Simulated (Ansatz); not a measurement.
## Zn (P6_3/mmc): band-structure transport figures

Data:

```yaml
crystal:
  lattice:
    - [2.57184, 0.00000, 0.00000]
    - [-1.28592, 2.22728, 0.00000]
    - [0.00000, 0.00000, 5.04824]
  atoms:
    - { symbol: Zn, position: [0.33333, 0.66667, 0.25000] }
    - { symbol: Zn, position: [0.66667, 0.33333, 0.75000] }
```

These are PBEsol, rigid bands (plane waves, PAW, scalar-relativistic; Ansatz, a quantum-chemistry and plane-wave program) values and carry that method's errors. Geometry: cell and atoms relaxed with PBEsol.

```json
{
 "density of states at the Fermi level": "0.403 states/(eV·cell), both spins",
 "bare Sommerfeld coefficient": "0.48 mJ/(mol of atoms·K²)",
 "drude_plasma_energy": "8.7 (x), 8.7 (y), 10.0 (z) eV",
 "root-mean-square Fermi velocity": "1.5e6 m/s",
 "resistivity times τ": "6.4 (x), 6.4 (y), 4.8 (z) ×10⁻²² Ω·m·s"
}
```

A metal at this level (no band gap); rigid bands, thermally averaged at 300 K, both spins. Spin-orbit coupling is left out. τ is one relaxation time for all states.
